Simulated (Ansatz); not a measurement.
Point defect B interstitial in zinc-blende BN

Level of theory: PBE, PAW (plane waves to 420 eV; Ansatz, a quantum-chemistry and plane-wave program). The supercell holds 64 host sites (2×2×2 repeats of the unit cell), with a 2×2×2 shifted k-point sampling for the final energies. Site at the start: void with 4N nearest. Energies of charged states are corrected for periodic images (point charge plus alignment at distant sites). Dielectric constants: PBE linear response of the host. Host gap at this level: 4.46 eV. A cell of this size leaves errors of a few tenths of an eV. Levels are measured in PBE's own, too narrow, gap. Spin–orbit coupling is left out. Each state is the lowest found from its start.

Formation energies E_f are given with the Fermi level at the valence-band maximum. Chemical conditions: B-rich (Δμ(B) = 0.00 eV; only phases computed here count, gases as isolated molecules at 0 K); N-rich (Δμ(B) = -2.35 eV; only phases computed here count, gases as isolated molecules at 0 K). Reference phases: B: alpha boron.

The name describes the start; the neighbours show where the added atom ended.

```tsv
charge	moment (μB)	largest move off a lattice site (Å)	neighbours of the added atom at the end (Å)	image correction with alignment (eV)	E_f, B-rich (eV)	E_f, N-rich (eV)
+3	not spin-polarised	0.14	N 1.53, N 1.53, N 1.53, N 1.53	3.75	5.24	7.59
+2	1.0	0.20	N 1.49, N 1.49, N 1.49, B 1.72, B 1.72, B 1.72	1.83	7.25	9.60
+1	not spin-polarised	0.71	B 1.43, N 1.43, N 1.43	0.57	7.93	10.28
0	1.0	0.67	B 1.44, N 1.48, N 1.48, B 2.04, B 2.05	0.00	11.48	13.83
```

Transition levels above the valence-band maximum: ε(+3/+2) = 2.02 eV; ε(+2/+1) = 0.68 eV; ε(+1/0) = 3.55 eV. On the lower envelope of the bound states, inside the gap: (+3/+1) at 1.35 eV; (+1/0) at 3.55 eV; the others aren't thermodynamic.

Flagged in the runs: a doubtful potential alignment, a strain field that reaches the edge of the cell.
